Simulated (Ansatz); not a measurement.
H on the O site (H_O) in corundum: one set of geometries, relaxed with PBE, evaluated in Ansatz (PAW, plane waves to 420 eV, 500 eV under r2SCAN) with PBE, r2SCAN.

Set-up: 120-site cell; 2×2×2 Γ-centred k-points; start: the O site; charged states image-corrected; finite-size errors of tenths of an eV; flagged in the runs: a host whose relaxation on this sampling wasn't shown to rest.

```
quantity                                                                           PBE  r2SCAN
--------------------------------------------------------------------------------  ----  ------
host gap (eV)                                                                     5.85    6.73
ε(+1/0) above the VBM (eV)                                                        5.58    6.01
ε(0/−1) above the VBM (eV)                                                        5.65    6.28
neutral formation energy against H2 molecule in a box, O2 molecule in a box (eV)  7.89    8.42
largest moment on one atom at charge 0 (μB)                                       0.07    0.07
```

PBE narrows the gap by 0.88 eV against r2SCAN, the highest level run, and puts the levels 0.53 eV lower above the valence-band maximum on average.

Ansatz is a first-principles code.
